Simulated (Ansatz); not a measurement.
## Bulk modulus B0 of MoRu3 (P6₃/mmc, No. 194, 8 atoms in the cell; start mp-975834) at several levels of theory

No measured value is used here.

| level (code) | value (GPa) | cell (Å³/atom) |
|---|---|---|
| LDA (Ansatz) | 345 | 13.53 |
| PBEsol (Ansatz) | 328 | 13.78 |
| r²SCAN (Ansatz) | 319 | 13.97 |

LDA, PBEsol, r²SCAN: the run has no spin polarisation, so it can have missed a magnetic state. LDA, PBEsol, r²SCAN: the bulk modulus is −V dP/dV from two relaxed cells at ±2 % in volume. LDA, PBEsol, r²SCAN: the relaxation could not lower the start's symmetry, so the cell can be a saddle point above a distorted one. Each level is taken at its own relaxed cell. Cutoffs differ between the levels. Ansatz's density-functional and Hartree–Fock values are scalar-relativistic unless marked +SOC, with PAW data made under PBE.

A start named mp-… is a Materials Project structure, which need not be a measured phase.

Ansatz is a program for electronic structure.
